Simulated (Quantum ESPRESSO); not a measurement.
Worked example: self-consistent single point of Al3Pt5 (Pbam, 16 atoms in the cell) in Quantum ESPRESSO.

Computed with PBEsol, GBRV 1.5 ultrasoft (PBESOL) pseudopotentials (plane waves; Quantum ESPRESSO).

```
CELL_PARAMETERS angstrom
      5.42852     0.00000     0.00000
      0.00000    10.79197     0.00000
      0.00000     0.00000     3.97142
ATOMIC_POSITIONS crystal
  Al 0.18374 0.63932 0.50000
  Al 0.81626 0.36068 0.50000
  Al 0.68374 0.86068 0.50000
  Al 0.31626 0.13932 0.50000
  Al 0.50000 0.50000 0.00000
  Al 0.00000 0.00000 0.00000
  Pt 0.29188 0.39266 0.50000
  Pt 0.70812 0.60734 0.50000
  Pt 0.79188 0.10734 0.50000
  Pt 0.20812 0.89266 0.50000
  Pt 0.43102 0.73138 0.00000
  Pt 0.56898 0.26862 0.00000
  Pt 0.93102 0.76862 0.00000
  Pt 0.06898 0.23138 0.00000
  Pt 0.50000 0.00000 0.00000
  Pt 0.00000 0.50000 0.00000
```

Reference input (self-consistent single point, DFT, PBEsol, plane waves, GBRV 1.5 ultrasoft (PBESOL) pseudopotentials): ecutwfc = 40 Ry; ecutrho = 320 Ry; occupations = smearing; smearing = cold; degauss = 0.0099958 Ry; potentials = {Al: al_pbesol_v1.uspp.F.UPF, Pt: pt_pbesol_v1.4.uspp.F.UPF}; K_POINTS = automatic 4 2 5 0 0 0; conv_thr = 1e-10 Ry; mixing_beta = 0.5. This run's input differs from it in these lines:

```diff
@@ -17,3 +17,3 @@
  smearing = 'cold',
- degauss = 0.0099958,
+ degauss = 0.02205,
 /
@@ -48,3 +48,3 @@
 K_POINTS {automatic}
-4 2 5  0 0 0
+6 3 8  0 0 0
```

The program printed (abridged):

```
     Self-consistent Calculation

     iteration #  1     ecut=    40.00 Ry     beta= 0.50

     negative rho (up, down):  1.711E+00 0.000E+00

     total energy              =   -2140.14277208 Ry
     estimated scf accuracy    <      16.86365287 Ry

     iteration #  2     ecut=    40.00 Ry     beta= 0.50

     negative rho (up, down):  1.740E+00 0.000E+00

     total energy              =   -2145.31778445 Ry
     estimated scf accuracy    <       7.57061673 Ry

     iteration #  3     ecut=    40.00 Ry     beta= 0.50

     negative rho (up, down):  1.735E+00 0.000E+00

     total energy              =   -2146.50154891 Ry
     estimated scf accuracy    <       0.33464532 Ry

   [... 9 blocks of this kind left out ...]

     iteration # 13     ecut=    40.00 Ry     beta= 0.50

     negative rho (up, down):  1.723E+00 0.000E+00

     total energy              =   -2146.58012154 Ry
     estimated scf accuracy    <          1.0E-10 Ry

     iteration # 14     ecut=    40.00 Ry     beta= 0.50

     negative rho (up, down):  1.723E+00 0.000E+00
     End of self-consistent calculation

     the Fermi energy is    18.2960 ev

!    total energy              =   -2146.58012154 Ry
     estimated scf accuracy    <          1.4E-12 Ry
     smearing contrib. (-TS)   =      -0.00254089 Ry
     internal energy E=F+TS    =   -2146.57758065 Ry

     convergence has been achieved in  14 iterations

     negative rho (up, down):  1.723E+00 0.000E+00

     Forces acting on atoms (cartesian axes, Ry/au):

     atom    1 type  1   force =    -0.00095640    0.00094801    0.00000000
     atom    2 type  1   force =     0.00095640   -0.00094801    0.00000000
     atom    3 type  1   force =    -0.00095640   -0.00094801    0.00000000
     atom    4 type  1   force =     0.00095640    0.00094801    0.00000000
     atom    5 type  1   force =     0.00000000    0.00000000    0.00000000
   [... lines left out ...]
     Total force =     0.013430     Total SCF correction =     0.000004
   [... lines left out ...]

     negative rho (up, down):  1.723E+00 0.000E+00
          total   stress  (Ry/bohr**3)                   (kbar)     P=      -31.30
  -0.00022298   0.00000000   0.00000000          -32.80        0.00        0.00
   0.00000000  -0.00020522   0.00000000            0.00      -30.19        0.00
   0.00000000   0.00000000  -0.00021016            0.00        0.00      -30.92

   JOB DONE.
```

The run converged in 14 iterations. Against the reference run the free energy stays essentially unchanged (within 1 meV/atom), the pressure stays near -3.13 GPa while the zz stress (positive for compression) goes from -3.60 to -3.09 GPa and the largest force goes from 0.171 to 0.150 eV/Å.

The starting cell comes from a database of computed structures (which also holds hypothetical and non-ambient phases and stackings), without a prior relaxation at this level. Spin polarisation is off. With a pressure of about -3 GPa the cell is away from its equilibrium volume at this level.

Cost on one core of a shared machine: roughly 10 min.
